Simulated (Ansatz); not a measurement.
The starting structures come from a database of crystals and need not be the phases stable at ambient conditions.

Crystal: LiNbO2 (P6_3/mmc, not sure to be the ambient phase, 8 atoms a cell, 9.7 Å³ an atom, -5 GPa at this level); planes in its conventional cell.

Level of theory: r2SCAN (plane waves, PAW; Ansatz, a quantum-chemistry and plane-wave program).

The gap is the functional's own, uncorrected, and κ follows it; spin-orbit coupling is left out. Mid-gap values are interpolated between the computed energies.

| plane | area of the cell (Å²) | mid-gap κ (1/Å) | largest κ in the gap (1/Å) |
|---|---|---|---|
| (001) | 7.4 | 0.44 | 0.49 |
| (100) | 30.5 | … | … |

**Question.** The slowest decay depends on the direction. Supply the withheld values.

**Answer.** 
- (100), mid-gap κ (1/Å): 0.26
- (100), largest κ in the gap (1/Å): 0.26
